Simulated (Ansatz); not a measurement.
Ansatz (an electronic-structure program), DFT, PBEsol, plane waves, its default PAW files, spin-polarised: TmAs, atoms displaced (from the phase in space group 225, mp-1101), 2 atoms, spin-polarised from a ferromagnetic start (2 μB on Tm). Basis and mesh were picked for this test and aren't claimed converged.

```json
{
 "cell": "4.05, 4.05, 4.05 Å; 60, 60, 60°",
 "distance_to_the_nearest_atom": "2.78 to 2.78 Å",
 "task": "single point",
 "k mesh": "6×6×6",
 "hamiltonian.xc": "pbesol",
 "kind_of_files": "paw",
 "scf.occupations.method": "fermi_dirac",
 "scf.occupations.width": "0.05 eV",
 "output.forces": "true",
 "magnetization.spin_polarized": "true",
 "binding of workers (--pin)": "off",
 "k-point pools (--kpoint-pools)": "1",
 "memory maximum (--max-ram)": "8GiB",
 "accuracy": "medium (default)",
 "basis.precision": "auto (default)",
 "basis.xc_grid": "2 (default)",
 "scf.mixing.algorithm": "auto (default)",
 "scf.mixing.preconditioner": "auto (default)",
 "scf.convergence.dr2_threshold": "1e-07 (default)",
 "scf.lower_state_search": "light (default)",
 "k-points after symmetry (for each spin)": "112",
 "bands_at_the_start": "24",
 "electrons": "38",
 "plane waves at Γ": "941",
 "cutoff (eV)": "420",
 "FFT grid": "30×30×30",
 "symmetry_operations": "1"
}
```

One run each.

All on 4 threads. Base settings, kept where nothing else is said: scf.eigensolver.kind = auto (default), scf.eigensolver.mixed_precision = false (default), scf.eigensolver.cushion = auto (default), scf.eigensolver.full_accuracy = false (default), scf.algorithm = auto (default) (scf.eigensolver.max_subspace_factor, scf.eigensolver.real_solve not set). The settings tried:
- scf.eigensolver.kind = davidson, scf.eigensolver.max_subspace_factor = 2
- scf.eigensolver.mixed_precision = true
- scf.eigensolver.full_accuracy = true
- scf.eigensolver.real_solve = false
- scf.eigensolver.kind = davidson, scf.eigensolver.mixed_precision = true
- scf.eigensolver.kind = davidson
- the base settings
- scf.eigensolver.kind = davidson, scf.eigensolver.max_subspace_factor = 6
- scf.algorithm = density_mixing
- scf.algorithm = direct_min
- scf.eigensolver.kind = davidson, scf.eigensolver.cushion = true

Problem. Which settings need the fewest applications of H to a band, which the most, and do any fail to converge?

Solution. Fewest applications of H to a band, with those close behind: scf.eigensolver.real_solve = false (253475); the base settings (268477); scf.algorithm = density_mixing (268477). Most among those that reach the base run's result: scf.eigensolver.full_accuracy = true (747151). All converged. In the base run the program took: scf.mixing.algorithm MSR1, scf.eigensolver.kind band_cg, --slots 4.

```
setting                                                                   applications of H to a band  SCF iterations                               end
------------------------------------------------------------------------  ---------------------------  --------------  --------------------------------
scf.eigensolver.real_solve = false                                                             253475              19                         converged
the base settings                                                                              268477              19                         converged
scf.algorithm = density_mixing                                                                 268477              19                         converged
scf.eigensolver.kind = davidson, scf.eigensolver.max_subspace_factor = 2                       320357              18                         converged
scf.eigensolver.kind = davidson                                                                344746              20                         converged
scf.eigensolver.kind = davidson, scf.eigensolver.max_subspace_factor = 6                       344811              20                         converged
scf.eigensolver.kind = davidson, scf.eigensolver.cushion = true                                367874              21                         converged
scf.eigensolver.kind = davidson, scf.eigensolver.mixed_precision = true                        367994              19                         converged
scf.eigensolver.mixed_precision = true                                                         367994              19                         converged
scf.algorithm = direct_min                                                                     602241              14  converged, no check of stability
scf.eigensolver.full_accuracy = true                                                           747151              21                         converged
```

An iteration's cost differs between solvers, so these counts don't give the time.

Keys are those of Ansatz 0.2.
